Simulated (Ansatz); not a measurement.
## SiGe (model structure, started from the CsCl type, Pm-3m, No. 221, 2 atoms in the cell): properties by level of theory

| level (code) | lattice parameter a (Å) | cohesive energy (eV/atom) |
|---|---|---|
| LDA (Ansatz) | 3.182 | 4.50 |
| PBE (Ansatz) | 3.243 | 3.64 |
| PBEsol (Ansatz) | 3.199 | 4.14 |
| PBE-D3(BJ) (Ansatz) | 3.192 | 4.02 |
| r²SCAN (Ansatz) | 3.218 | 3.53 |
| r²SCAN+rVV10 (Ansatz) | 3.208 | 3.74 |

Caveats: a distance lies near a switch of the dispersion term, which can move the cell (PBE-D3(BJ)). Ansatz's density-functional and Hartree–Fock values are scalar-relativistic unless marked +SOC, with PAW data made under PBE.

Free atoms are spin-polarised, in the lowest state found; at levels without +SOC their spin–orbit coupling is left out.

The computed numbers hold no vibrational or temperature effects.

A model structure was made by putting elements into a prototype or built by hand; it is no filed structure, need not be a known phase, and can be a saddle point held by its symmetry.

Ansatz is an electronic-structure program.
